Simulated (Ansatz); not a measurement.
Start from SiC in the zinc blende structure (space group F-43m, No. 216).

```
SiC
1.0
    0.00000     2.16449     2.16449
    2.16449     0.00000     2.16449
    2.16449     2.16449     0.00000
Si C
1 1
Direct
  0.00000   0.00000   0.00000
  0.25000   0.25000   0.25000
```

Cartesian axes are those of the cell as printed.

Computed with LDA, PAW, 420 eV (Ansatz, an electronic-structure program; no spin-orbit coupling).

Strains are applied to the cell and any free atomic positions relax.

One change was made to it. Results:

| quantity | base | after |
|---|---|---|
| energy relative to the base (free energy F) | 0 meV/atom | +12 meV/atom |
| valence-band top at Γ (three highest levels, from the VBM) | 0.00, 0.00, 0.00 eV | 0.00, -0.20, -0.20 eV |
| electron mass | 0.68 mₑ along k, 0.23 mₑ across (at X) | 0.63 mₑ along k, 0.23 mₑ across (at X) |

Which of these changes matches the shifts?
(A) uniaxial strain ε_zz = −2.50 %
(B) uniaxial strain ε_zz = +0.50 %
(C) uniaxial strain ε_zz = −2.00 %
(D) uniaxial strain ε_zz = −0.50 %
(E) uniaxial strain ε_zz = −3.00 %

E, uniaxial strain ε_zz = −3.00 %. For comparison, the energy relative to the base in the other runs: uniaxial strain ε_zz = +0.50 % gives +0.3 meV/atom; uniaxial strain ε_zz = −2.00 % gives +5.1 meV/atom; uniaxial strain ε_zz = −0.50 % gives +0.3 meV/atom; uniaxial strain ε_zz = −2.50 % gives +8.0 meV/atom.

The levels and masses belong to the bands next to the band gap. Masses are band curvatures over ±0.01 Å⁻¹ around the edge. Along k means along the line from Γ to the band edge. Whether these cells are dynamically stable was not tested.
